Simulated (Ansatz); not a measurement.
The reference is BaTiO$_{3}$ (space group P4mm, No. 99; a = 3.955 Å, c = 4.046 Å).

Levels (all Ansatz, a program for electronic structure, PAW, earlier PAW set): PBEsol (420 eV, spin-orbit coupling left out); r2SCAN (500 eV, no spin-orbit coupling); HSE06 (420 eV, without spin-orbit coupling); PBEsol+SOC (420 eV, noncollinear with spin-orbit coupling).

One geometry, relaxed with PBEsol, under each level:

```csv
level,band gap,lowest conduction level above the VBM at special points,pressure
PBEsol,1.85 eV,Γ 1.85 eV; Z 1.98 eV; X 2.34 eV; R 3.70 eV,0.00 GPa
r2SCAN,2.26 eV,Γ 2.26 eV; Z 2.38 eV; X 2.72 eV; R 4.03 eV,3.32 GPa
HSE06,3.34 eV,Γ 3.34 eV; Z 3.48 eV; X 3.83 eV,–
PBEsol+SOC,1.85 eV,Γ 1.85 eV; Z 1.98 eV; X 2.34 eV; R 3.69 eV,0.00 GPa
```

Single points use the geometry relaxed with PBEsol. Their cutoffs differ, which shifts pressures a little. The hybrid gap comes from the SCF mesh plus the semilocal run's edge points and a few special points and is an upper bound. Differences between runs with and without spin-orbit coupling are approximate. Stability against distortions was not tested. The runs without spin-orbit coupling are not spin-polarised.
